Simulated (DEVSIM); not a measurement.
Device: Si/Ge n-p heterojunction, at 300 K.

Layer 1 from the left is Si, thickness (μm) 0.450, Nd (cm⁻³) 9.9e17, τn (s) 0.0004, τp (s) 0.0004. Layer 2 from the left is Ge, thickness (μm) 0.260, Na (cm⁻³) 5.1e16, τn (s) 0.0004, τp (s) 0.0004.

Left contact: ohmic. Right contact: ohmic. Voltage is applied to the left contact. Recombination: SRH at mid-gap, radiative, Auger. Mobility is μmin + (μ − μmin)/(1 + (N/Nref)^α).

This is a model device: material constants are rounded textbook-type values typed into the input, and sizes, dopings and lifetimes were drawn at random. Values at 300 K.

Si: gap (eV) 1.124, affinity (eV) 4.05, permittivity 11.7, Nc (cm⁻³) 2.86e19, Nv (cm⁻³) 3.1e19, μn (cm²/Vs) 1417, μp (cm²/Vs) 470, μn,min 52, μp,min 45, Nref,n 9.7e16, Nref,p 2.2e17, αn 0.68, αp 0.72, B (cm³/s) 4.7e-15, Cn (cm⁶/s) 2.8e-31, Cp (cm⁶/s) 9.9e-32. Ge: gap (eV) 0.664, affinity (eV) 4, permittivity 16, Nc (cm⁻³) 1.04e19, Nv (cm⁻³) 6e18, μn (cm²/Vs) 3900, μp (cm²/Vs) 1900, μn,min 150, μp,min 100, Nref,n 2.6e17, Nref,p 4e17, αn 0.56, αp 0.6, B (cm³/s) 6.4e-14, Cn (cm⁶/s) 1e-31, Cp (cm⁶/s) 1e-31.

Model (solved in DEVSIM): 1D drift-diffusion, Boltzmann statistics, complete ionisation; no tunnelling, impact ionisation, image-force lowering or self-heating. Band offsets follow the typed affinities; no thermionic-emission limit at abrupt steps, no polarisation charge.

Task: What does the simulation give for the potential step across the device at zero bias, the largest field in the device at zero bias, the dark forward voltage at 100 A/cm²?

Result: potential step across the device at zero bias 0.404 V; largest field in the device at zero bias 84000 V/cm; dark forward voltage at 100 A/cm² 0.256 V.
